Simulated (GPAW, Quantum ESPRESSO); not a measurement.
A Quantum ESPRESSO input for a self-consistent single point of HgTe (F-43m, 2 atoms in the cell) (DFT, PBE, plane waves, PseudoDojo standard norm-conserving (PBE) pseudopotentials):

```fortran
&control
   calculation = 'scf'
   prefix = 'run'
   outdir = './out'
   pseudo_dir = './'
   tprnfor = .true.
   tstress = .true.
/
&system
   ibrav = 0
   nat = 2
   ntyp = 2
   ecutwfc = 85
   occupations = 'smearing'
   smearing = 'gauss'
   degauss = 0.0147
/
&electrons
   conv_thr = 1e-10
   mixing_beta = 0.3
/
ATOMIC_SPECIES
Hg   200.5920  Hg.upf
Te   127.6000  Te.upf
ATOMIC_POSITIONS crystal
Hg    0.000000000    0.000000000    0.000000000
Te    0.250000000    0.250000000    0.250000000
K_POINTS automatic
7 7 7  0 0 0
CELL_PARAMETERS angstrom
   0.000000000     3.278352000     3.278352000
   3.278352000     0.000000000     3.278352000
   3.278352000     3.278352000     0.000000000
```

Q: Translate this input to GPAW.

A: One input that does it (others would too):

```python
from ase import Atoms
from ase.units import GPa
from gpaw import GPAW, PW

atoms = Atoms(['Hg', 'Te'],
              cell=[[0.000000, 3.278352, 3.278352],
                    [3.278352, 0.000000, 3.278352],
                    [3.278352, 3.278352, 0.000000]],
              positions=[[0.000000, 0.000000, 0.000000],
                         [1.639176, 1.639176, 1.639176]],
              pbc=True)

calc = GPAW(mode=PW(600),
            xc='PBE',
            kpts=(7, 7, 7),
            occupations={'name': 'methfessel-paxton', 'width': 0.2, 'order': 0},
            nbands=-6,
            symmetry={'symmorphic': False, 'tolerance': 0.0005},
            maxiter=100)

atoms.calc = calc

energy = atoms.get_potential_energy()
print('Energy (eV):', round(energy, 6))
forces = atoms.get_forces()
print('Forces (eV/Ang):')
print(forces.round(5))
stress = atoms.get_stress()
print('Stress (GPa, Voigt):', (stress / GPa).round(4))
```

Basis, cutoffs, solver keys and any potentials are the target program's own. This input uses DFT PBE, plane waves, GPAW PAW datasets PBE (gpaw-data 1.0.1). Both were run: pressure 1.58 GPa in Quantum ESPRESSO and 1.61 in GPAW.

On Quantum ESPRESSO: the starting cell comes from a database of computed structures (which also holds hypothetical and non-ambient phases and stackings), without a prior relaxation at this level. Its lattice was rescaled by a random factor within 2.5 % of one. For this run, on top of that: lattice scaled by 0.98. The run gives no clean gap (levels at the Fermi energy touch, overlap or are partly filled at this smearing), which alone does not show that the compound is a metal.

On GPAW: the starting cell comes from a database of computed structures (which also holds hypothetical and non-ambient phases and stackings), without a prior relaxation at this level. Its lattice was rescaled by a random factor within 2.5 % of one. For this run, on top of that: lattice scaled by 0.98. The run gives no clean gap (levels at the Fermi energy touch, overlap or are partly filled at this smearing), which alone does not show that the compound is a metal.
